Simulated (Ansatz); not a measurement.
The starting structures come from a database of crystals and need not be the phases stable at ambient conditions.

 Where the default PAW files enter, the runs use the earlier of Ansatz's two default sets.

Inside the gap of an insulator the Bloch states are evanescent, with a wavenumber k + iκ along the transport direction.

Here is the system:

```
Ca2RuH6
1.0
    5.08648     0.00000     0.00000
   -2.54324     4.40502     0.00000
    2.54324     1.46834     4.15309
Ca H Ru
2 6 1
Direct
  0.50000   0.25000   0.25000
  0.50000   0.75000   0.75000
  0.47420   0.23710   0.76290
  0.52580   0.76290   0.23710
  0.00000   0.23710   0.76290
  0.00000   0.76290   0.23710
  0.00000   0.76290   0.76290
  0.00000   0.23710   0.23710
  0.00000   0.00000   0.00000
```

Space group of this cell: Fm-3m. The cell is taken as given; by PBEsol its mean pressure is -1.6 GPa.

Transport runs along the normal of the first two printed cell vectors, the (111) plane of the conventional cell.

No gap correction and no spin-orbit coupling; mid-gap values are interpolated between computed energies.

Problem. State the band gap and the smallest decay constant κ at mid-gap according to PBEsol (Ansatz, a quantum-chemistry and plane-wave program).

Solution. Gap 2.35 eV on a 8×8×8 mesh; κ = 0.364 1/Å, at (0.500, 0.000) of the in-plane reciprocal vectors. At the zone centre, at the nearest computed energy, the slowest state has κ = 0.49 1/Å.
